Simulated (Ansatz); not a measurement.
## ZrO2: pressure −1 GPa

Take ZrO₂ in the anatase structure (space group I4_1/amd, No. 141; a = 3.999 Å, c = 10.650 Å; a cell from a computed database, its experimental status unchecked) as the base.

Now apply this change: hydrostatic tension (pressure −1 GPa).

Calculations: PBEsol (Ansatz, a first-principles code; PAW; 420 eV plane waves; no spin-orbit coupling). Γ-centred 12×12×12 mesh, Fermi–Dirac width 0.05 eV.

The volume per atom increases by 0.08 Å³ to 14.27 Å³ and the density falls by 0.03 g/cm³ to 4.78 g/cm³. The lattice parameter a goes up by 0.56 pm to 400.4 pm and the c/a ratio rises by 0.004 to 2.667. The shortest interatomic distance grows by 0.4 pm (206.5 pm → 206.9 pm) and the enthalpy H = E + PV relative to the base's energy amounts to -0.09 eV/atom. The band gap stays essentially unchanged (3.90 eV against 3.89 eV) (an upper bound: an edge found on the path is not a true extremum; the base alone).

Load acts through the strain it causes; cell and atoms are relaxed under it. Stability against distortions was not tested. This is not the structure that ZrO2 has at room temperature and ambient pressure.
